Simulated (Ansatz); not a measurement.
Cost and result by functional for the adsorption energy of CO on the 1x1 (100) surface of monoclinic HfO2 (cut with top plane 2 O), one in a 1x1 cell, started at the site 'hollow O-O-O over O at depth 6.8 Å', in Ansatz (plane waves, PAW). Single points on the PBE structure, on one kind of machine; costs are rough ratios of the slab run's core time (references not counted) to the cheapest single point. r2SCAN's cost holds its higher cutoff (500 against 420 eV). Differences are taken against HSE06 for comparison alone: no measured value is at hand, so the table doesn't rank accuracy. HSE06 ran on a coarser k-mesh, which lowers its cost and may carry part of its shift.

Host crystal: monoclinic HfO2, with a band gap (PBE, scalar-relativistic without spin-orbit coupling).

Set-up: 26 atoms, 9.3 Å thick at the start under the adsorbate (thin: gaps and levels are the slab's own); mesh 4x4x1; 0.01 eV smearing; dipole correction on; 12 atoms held, the rest relaxed; no symmetry held; no spin, no spin-orbit, no U, no dispersion correction. At the end it is bonded to Hf. In PBE it is, or lies within 0.03 eV of, the lowest of the starts that converged. These notes are the PBE run's. Adsorption energies are against CO(g). A negative adsorption energy means that the adsorbate is more stable on the surface than in its reference.

```csv
functional,relative cost,adsorption energy (eV),less HSE06 (eV)
RPBE,1,-0.34,0.18
r2SCAN,2,-0.66,-0.14
HSE06,10,-0.52,0.00
PBE (the relaxed run's value),–,-0.54,-0.02
```

The values span 0.33 eV, while the single points' costs differ by a factor of roughly 10. Differences are of unrounded values.

Ansatz is an electronic-structure program.
